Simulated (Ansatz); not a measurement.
Abridged Ansatz (an electronic-structure program) output:

```
Relaxation: its limit of steps is 50 (relax.max_steps)
Pseudopotential: Ta, paw, valence charge 13
Crystal: 1 atoms, lattice volume = 17.946 Å³
Basis set: ecut = 420 eV, 353 PW (Γ), exchange–correlation on 48×48×40 points (8 copies of the dense FFT grid, shifted against one another)
Bands: 11, of which v1, the nominal top of the filled ones, is band 7 counted from 1 (6 counted from 0)
Symmetry: 16 space group operations
k-points: 1639 of 21952
Functional: x = pbesol(κ = 0.804, μ = 0.12345679012345678), c = pbesol(β = 0.046)
SCF iter   1: F=—  HF=-9806.517075 eV  |F-HF|=—  |Δ(HF+E_count)|=         —  Δρ=2.18e-3  dr2=2.22e-4  ethr=1.77e-3  ⟨swp⟩=5.1  Hψ=100690  notcnv=0
SCF iter   2: F=—  HF=-9806.516837 eV  |F-HF|=—  |Δ(HF+E_count)|=   2.38e-4  Δρ=1.01e-3  dr2=4.48e-5  ethr=1.71e-6  ⟨swp⟩=2.1  Hψ=39514  notcnv=0
SCF 1 converged in 6 iterations: F = -9806.516875 eV  dr2 = 2.53e-10
relax step   1: F+E_penalty+E_count = -9806.51687503 eV  Δ(F+E_penalty+E_count) = +0.000e0 eV  max|allowed force component| = 0.000e0 eV/Å  Δτ_max = 0.0000 Å  P = -2.971 GPa  Ω = 17.946 Å³  fix = [a, b, gamma]  reactions: a -3.512, b -3.512 GPa  (6 SCF iters, dr2 threshold 1.00e-7 eV, accepted)
[... steps on the carried basis left out ...]
relax step   4: F+E_penalty+E_count = -9806.51763441 eV  Δ(F+E_penalty+E_count) = -1.973e-6 eV  max|allowed force component| = 0.000e0 eV/Å  Δτ_max = 0.0000 Å  P = -1.602 GPa  Ω = 17.825 Å³  energy of the carried Pulay correction = +3.987e-5 eV  fix = [a, b, gamma]  reactions: a -2.404, b -2.404 GPa  (2 SCF iters, dr2 threshold 8.94e-9 eV, accepted)
Crystal: 1 atoms, lattice volume = 17.825 Å³
SCF iter   1: F=—  HF=-9806.517596 eV  |F-HF|=—  |Δ(HF+E_count)|=         —  Δρ=1.45e-5  dr2=8.05e-9  ethr=5.35e-8  ⟨swp⟩=3.1  Hψ=150297  notcnv=0
SCF iter   2: F=—  HF=-9806.517597 eV  |F-HF|=—  |Δ(HF+E_count)|=   1.59e-7  Δρ=7.08e-6  dr2=1.75e-9  ethr=6.19e-11  ⟨swp⟩=1.9  Hψ=22595  notcnv=0
SCF 5 converged in 5 iterations: F = -9806.517597 eV  dr2 = 9.51e-15
SCF converged after 5 iterations
Free energy (F): -9806.517597 eV
Internal energy: -9806.474402 eV  (E = F + TS)
E sigma→0 (E₀):  -9806.495999 eV
Entropy (-TS):   -0.043195 eV (-43.195 meV/atom)
Fermi energy:    18.701966 eV
--- Forces (eV/Å), atoms counted from 1 ---
  atom   1  Ta    -0.00000000    -0.00000000     0.00000000
--- Stress (GPa, compression-positive) ---
       -2.405749       0.000000       0.000000
        0.000000      -2.405749       0.000000
        0.000000       0.000000      -0.004204
  P = ⅓ Tr σ = -1.6052 GPa (-16.052 kbar)
--- Relaxed structure (4 steps of the walk, 3 accepted, 1 SCFs on fresh bases) ---
  cell:  # Å, volume = 17.8246 Å³
    - [3.315119187, 0.0, 0.0]
    - [0.0, 3.315119187, 0.0]
    - [1.6575595935, -1.6575595935, 1.621888733800774]
  atoms:
    - { symbol: Ta, position: [0.0, 0.0, 0.0] }
```

### Question
What was computed, and what are the main results?

### Answer
Ta, 1 atom in the cell, with PBEsol, PAW, 420 eV (Ansatz; without spin-orbit coupling). The last SCF converged to F = -9806.517597 eV, or -9806.5176 eV per atom, at a pressure of -1.61 GPa. The total energy compares only with runs of the same code, potentials and settings.

The cells carry an imposed strain or load. No phonon test of stability was made. All final runs are without spin polarisation. The cell was made from Ta in the bcc (W type) structure (space group Im-3m, No. 229) by this change: biaxial strain +1.00 %, plane normal [001], relaxed out of plane.

Keys are those of Ansatz 0.2.
